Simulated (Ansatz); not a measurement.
Base system: PbS in the rock salt structure (space group Fm-3m, No. 225; a = 5.974 Å).

Level of theory: Ansatz (a first-principles code) r2SCAN, no spin-orbit coupling.

Before the change:

| Quantity | Result |
|---|---|
| Density | 7.45 g/cm³ |
| Band gap | 0.69 eV |
| Shortest interatomic distance | 2.987 Å |

Modification: a hydrostatic pressure of 50 GPa.

**Question.** What does the calculation give for the density, band gap and shortest interatomic distance after the change?

**Answer.** The density rises by 3.532 g/cm³ to 10.99 g/cm³; the band gap becomes zero (base: 0.69 eV); the shortest interatomic distance shrinks by 0.362 Å to 2.625 Å.

Spin-orbit coupling, missing from the scalar runs, can matter with Pb. Load acts through the strain it causes; cell and atoms are relaxed under it. Whether these cells are dynamically stable was not tested. Competing high-pressure phases were not computed. All final runs are without spin polarisation. Gaps under 0.05 eV, about the width of the smearing, are given as zero. The zero or small gap of PbS under pressure 50 GPa can change with the level of theory.
